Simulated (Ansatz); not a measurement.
Cu_Al (zinc-blende AlP host)

Computed with PBE, PAW (plane waves to 420 eV; Ansatz, a first-principles code). Cell: 64 sites, 2×2×2; final energies on a 2×2×2 shifted mesh. Site at the start: the Al site. Energies of charged states are corrected for periodic images (point charge plus alignment at distant sites). Dielectric constants: PBE linear response of the host. Host gap at this level: 1.63 eV. Finite-size and sampling errors can reach tenths of an eV here. PBE underestimates the host's gap, which shifts levels and can delocalise carriers. Spin–orbit coupling is left out, and no Hubbard U is applied to the open shells. Each state is the lowest found from its start.

Formation energies E_f are given with the Fermi level at the valence-band maximum. Chemical conditions: Al-rich (Δμ(Al) = 0.00 eV, Δμ(Cu) = -0.48 eV, bounded by CuAl2 (I4/mcm); only phases computed here count, gases as isolated molecules at 0 K). Reference phases: Al: fcc Al, Cu: fcc Cu.

| charge | moment (μB) | largest move off a lattice site (Å) | image correction with alignment (eV) | E_f, Al-rich (eV) | above the lowest spin state (eV) |
|---|---|---|---|---|---|
| +1† | 1.0 | 0.07 | 0.11 | – | 0.00 |
| +1† | 1.0 | 0.07 | 0.11 | – | 0.00 |
| 0† | 2.0 | 0.06 | 0.00 | 3.27 | 0.00 |
| 0† | not spin-polarised | 0.07 | 0.00 | 3.34 | 0.08 |
| −1 | 1.0 | 0.07 | 0.14 | 3.79 | 0.00 |
| −2 | not spin-polarised | 0.07 | 0.59 | 4.80 | 0.00 |

† Not settled in this cell, so no level is given: charge +1: a level filled in part, carriers not clearly localised, level within 0.1 eV of a band edge or past it; charge 0: a level filled in part.

Starting moments that weren't kept: charge +1 began with 3 μB and ended with 1.0.

Transition levels above the valence-band maximum: ε(−1/−2) = 1.01 eV. With a charge missing or unsettled, these needn't be thermodynamic levels.
